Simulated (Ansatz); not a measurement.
## Effect of tensor shear ε_xz = +1.67 % on TiO2

Take TiO$_{2}$ in the anatase structure (space group I4_1/amd, No. 141; a = 3.770 Å, c = 9.552 Å) as the base. Axes: x, y, z lie along a, b, c of the conventional cell.

Now apply this change: tensor shear ε_xz = +1.67 % (engineering shear γ = 0.0334); the atoms relax in the strained cell.

Computed with plane-wave PAW DFT at the PBEsol level (Ansatz, a first-principles code, 420 eV), no spin-orbit coupling. Γ-centred 12×12×12 mesh, Fermi–Dirac width 0.05 eV.

| quantity | base | changed | shift |
|---|---|---|---|
| energy relative to the base (free energy F) | 0 meV/atom | +1.8 meV/atom | +1.8 meV/atom |
| pressure (mean of the normal stresses, compression positive) | 0.00 GPa | -0.09 GPa | -0.09 GPa |
| band gap | 2.11 eV | 2.12 eV | +0.01 eV |
| gap character | – | indirect, L₂–Γ (13 % along) → Γ | – |
| smallest direct gap | 2.44 eV | 2.45 eV | +0.004 eV |
| largest internal atomic displacement | – | 0.047 Å | – |
| stress (xx, yy, zz, yz, xz, xy; compression positive) | – | (0.05, -0.29, -0.04, 0.00, -1.57, 0.00) GPa | – |

Final structure:

```
TiO2
1.0
   -1.80514     1.88489     4.74436
    1.96465    -1.88489     4.80731
    1.80514     1.88489    -4.74436
Ti O
2 4
Direct
  0.74993   0.26060   0.51067
  0.00007   0.98940   0.98933
  0.54268   0.03019   0.48751
  0.79266   0.79837   0.00571
  0.20732   0.21981   0.01249
  0.95734   0.45163   0.49429
```

Whether these cells are dynamically stable was not tested. All final runs are without spin polarisation. k-point labels follow each cell's own Brillouin zone.
